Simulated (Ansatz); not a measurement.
Start from MgTe in the wurtzite structure (space group P6_3mc, No. 186; a = 4.509 Å, c = 7.338 Å). Axes: x lies along a and z along c of the hexagonal cell.

Calculations: LDA (Ansatz, a first-principles code, PAW, scalar-relativistic without spin-orbit coupling).

Before the change:

The shortest interatomic distance is 2.757 Å.

Modification: tensor shear ε_xz = +1.67 % (engineering shear γ = 0.0334), atoms relaxed at fixed cell.

What does the calculation give for the largest internal atomic displacement, stress, shortest interatomic distance and energy relative to the base after the change?

The largest internal atomic displacement is 0.013 Å; the stress (xx, yy, zz, yz, xz, xy; compression positive) is (-0.02, 0.00, 0.01, 0.00, -0.34, 0.00) GPa; the shortest interatomic distance decreases by 0.004 Å (2.757 Å → 2.753 Å); the energy goes up by 1.1 meV/atom.

The cells carry an imposed strain or load. Stability against distortions was not tested.
